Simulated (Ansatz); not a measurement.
The decay constant κ of evanescent states in the gap governs leakage through a thin film.

Data:

```
TiO2
1.0
    3.85819     0.00000     0.00000
    0.00000     3.85819     0.00000
    1.92910    -1.92910     4.80751
Ti O
2 4
Direct
  0.00000   0.00000   0.00000
  0.25000   0.25000   0.50000
  0.04285   0.45715   0.91430
  0.79285   0.20715   0.41430
  0.20715   0.79285   0.58570
  0.45715   0.04285   0.08570
```

Space group of this cell: I4_1/amd, anatase. The cell is strained (lengths across the current scaled by 1.02, ions clamped); by r2SCAN its mean pressure is -9.1 GPa.

Transport runs along the normal of the first two printed cell vectors, the (001) (indices of the unstrained crystal) plane of the conventional cell.

No gap correction and no spin-orbit coupling; mid-gap values are interpolated between computed energies.

### Question
Compute, with r2SCAN (Ansatz, a program for electronic structure), the band gap and the smallest decay constant κ at mid-gap.

### Answer
Gap 2.44 eV on a 8×8×8 mesh; κ = 0.412 1/Å, at (0.500, 0.500) of the in-plane reciprocal vectors. At the zone centre, at the nearest computed energy, the slowest state has κ = 0.47 1/Å.
